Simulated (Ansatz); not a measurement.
Results of r²SCAN+SOC in Ansatz (PAW) for MgZrO3 (model structure, started from the LiNbO3 type, R3c, No. 161, 10 atoms in the cell).

Run with plane-wave cutoff 560 eV, 6×6×6 k mesh, Fermi–Dirac smearing 0.01 eV, PAW data made under PBE.

Cell (relaxed with PBEsol):

```
CELL_PARAMETERS angstrom
      2.64139     1.52501     4.73069
     -2.64139     1.52501     4.73069
      0.00000    -3.05001     4.73069
ATOMIC_POSITIONS crystal
  Mg 0.30377 0.30377 0.30377
  Mg 0.80377 0.80377 0.80377
  Zr 0.01599 0.01599 0.01599
  Zr 0.51599 0.51599 0.51599
  O  0.71294 0.11111 0.40649
  O  0.40649 0.71294 0.11111
  O  0.11111 0.40649 0.71294
  O  0.90649 0.61111 0.21294
  O  0.21294 0.90649 0.61111
  O  0.61111 0.21294 0.90649
```

What does this level give for the band gap and Γ–Γ gap?


- band gap: 5.36 eV
- Γ–Γ gap: 5.77 eV

Note: the relaxation could raise the start's symmetry but not lower it, so the cell can be a saddle point; cell and atoms aren't relaxed at this level (largest force component 0.13 eV/Å, pressure 1.5 GPa).

Computing time: very roughly 5 core-minutes.

A model structure was made by putting elements into a prototype or built by hand; it is no filed structure, need not be a known phase, and can be a saddle point held by its symmetry.

Ansatz is an electronic-structure program.
